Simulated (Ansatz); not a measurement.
Base system: ZnS in the zinc blende structure (space group F-43m, No. 216).

```cif
data_S4Zn4
_chemical_formula_sum 'Zn4 S4'
_space_group_name_H-M_alt 'F-43m'
_space_group_IT_number 216
_space_group_name_Hall 'F -4 2 3'
_cell_length_a 5.29682
_cell_length_b 5.29682
_cell_length_c 5.29682
_cell_angle_alpha 90.000
_cell_angle_beta 90.000
_cell_angle_gamma 90.000
loop_
_atom_site_label
_atom_site_type_symbol
_atom_site_symmetry_multiplicity
_atom_site_Wyckoff_symbol
_atom_site_fract_x
_atom_site_fract_y
_atom_site_fract_z
_atom_site_occupancy
Zn1 Zn 4 a 0.00000 0.00000 0.00000 1
S1 S 4 c 0.25000 0.25000 0.25000 1
```
(The calculation used a cell of 2 atoms; values per cell refer to that cell.)

Level of theory: LDA in Ansatz (plane waves to 420 eV, PAW, without spin-orbit coupling).

One change was made to it. Results:

The band gap falls by 0.053 eV (2.13 eV → 2.07 eV); the shortest interatomic distance grows by 0.009 Å to 2.303 Å.

Task: Which of these changes matches the shifts?
A) pressure 2.1 GPa
B) pressure −2 GPa
C) pressure −1 GPa
D) pressure 4.5 GPa

Result: C, pressure −1 GPa. For comparison, the band gap in the other runs: pressure −2 GPa gives 2.02 eV; pressure 2.1 GPa gives 2.23 eV; pressure 4.5 GPa gives 2.34 eV.

Load acts through the strain it causes; cell and atoms are relaxed under it. Stability against distortions was not tested. Tetrahedral semiconductors of this kind turn to denser phases somewhere between about 1 and 50 GPa; those were not computed, so compressed cells here can lie past the real transition.

Ansatz is a first-principles code.
